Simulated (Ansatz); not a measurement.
TiAl$_{3}$ (Pm-3m), PBEsol, DFPT electron-phonon coupling, linearised Boltzmann equation (Ansatz, an electronic-structure program): phonon-limited resistivity 11.4 μΩ·cm at 300 K, 16.0 μΩ·cm at 400 K, current-weighted mean free path 9.0 nm, Drude plasma energy 5.85 eV.

### Question
Estimate the electronic thermal conductivity at 300 K by the Wiedemann-Franz law (L₀ = 2.44×10⁻⁸ W·Ω/K²).

### Answer
L₀T/ρ = 2.44×10⁻⁸ × 300/(11.4×10⁻⁸) = 64.2 W/(m·K). Inelastic scattering puts the true Lorenz number somewhat under L₀ near and below the Debye temperature.

### Question
What Drude relaxation time do resistivity and plasma energy imply?

### Answer
ω_p = 8.89e15 s⁻¹, so τ = 1/(ε₀ ω_p² ρ) = 12.5 fs, a damping ħ/τ of 52.5 meV.

### Question
What is the classical skin depth at 1 GHz (nonmagnetic, μ₀ = 1.257×10⁻⁶ H/m)?

### Answer
δ = √(ρ/(π f μ₀)) = 5370 nm.

A metal at this level (no band gap). Only scattering by harmonic phonons is included (no impurities, grain boundaries, electron-electron scattering or thermal expansion). Spin-orbit coupling is left out. Halving the electron mesh (20x20x20) moves the resistivity by up to 8 % at 300 K, the mean free path by up to 3 %. Smearing 0.20 eV; phonons on a 4x4x4 q mesh, which this run doesn't test.

Computed structure with no diffraction record at hand here (it may be known, metastable or hypothetical): TiAl3 (Pm-3m).
